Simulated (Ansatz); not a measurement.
Base system: BAs in the zinc blende structure (space group F-43m, No. 216; a = 4.784 Å). Axes: x, y, z lie along the cube axes.

Method: Kohn–Sham DFT with the r2SCAN functional, run in Ansatz (a quantum-chemistry and plane-wave program) with PAW and 500 eV plane waves, without spin-orbit coupling.

Base values:

The pressure is 0.00 GPa and the band gap is 1.38 eV. The smallest direct gap comes out as 3.44 eV.

It is then changed as follows: biaxial strain −0.83 %, plane normal [111], relaxed out of plane (Cartesian); in-plane vectors clamped, the third vector and the atoms free.

**Question.** What does the calculation give for the pressure after the change?

**Answer.** The pressure (mean of the normal stresses, compression positive) goes from zero to 2.18 GPa.

**Question.** Predict the new band gap.

**Answer.** The band gap decreases by 0.05 eV (1.38 eV → 1.33 eV).

**Question.** Estimate the effect on the out-of-plane strain.

**Answer.** The out-of-plane strain comes out as +0.17 %.

**Question.** How does this affect the smallest direct gap?

**Answer.** The smallest direct gap decreases by 0.13 eV to 3.31 eV.

No phonon test of stability was made.
